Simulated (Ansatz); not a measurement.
Start from BAs in the zinc blende structure (space group F-43m, No. 216; a = 4.768 Å).

It is then changed as follows: P takes the place of As on all its sites, then cell and atoms are relaxed.

Levels (all Ansatz, an electronic-structure program, PAW): PBEsol (420 eV, no SOC); r2SCAN (500 eV, spin-orbit coupling left out); HSE06 (420 eV, no spin-orbit coupling).

One geometry, relaxed with PBEsol, under each level:

Notes on the quantities. hole mass: degenerate bands, along [100].

```csv
level,band gap,lowest conduction level above the VBM at special points,electron mass,hole mass,pressure
PBEsol,1.11 eV,X 1.21 eV; K 2.02 eV; U 2.02 eV; Γ 3.38 eV,"1.3 mₑ along k, 0.22 mₑ across (off the special points)","0.25, 0.25, 0.34 mₑ (at Γ)",-0.1 kbar
r2SCAN,___,___,"1.3 mₑ along k, 0.22 mₑ across (off the special points)",___,___
HSE06,1.94 eV,X 2.04 eV; K 2.92 eV; U 2.92 eV; Γ 4.36 eV,–,–,–
```

Problem. Give the withheld r2SCAN results.

Solution. 
- r2SCAN, band gap: 1.40 eV
- r2SCAN, lowest conduction level above the VBM at special points: X 1.48 eV; K 2.36 eV; U 2.36 eV; Γ 3.62 eV
- r2SCAN, hole mass: 0.24, 0.24, 0.32 mₑ (at Γ)
- r2SCAN, pressure: 18.7 kbar

Single points use the geometry relaxed with PBEsol. Their cutoffs differ, which shifts pressures a little. HSE06 gaps are upper bounds (no full band path). Masses are band curvatures over ±0.01 Å⁻¹ around the edge. Along k means along the line from Γ to the band edge. Whether these cells are dynamically stable was not tested.
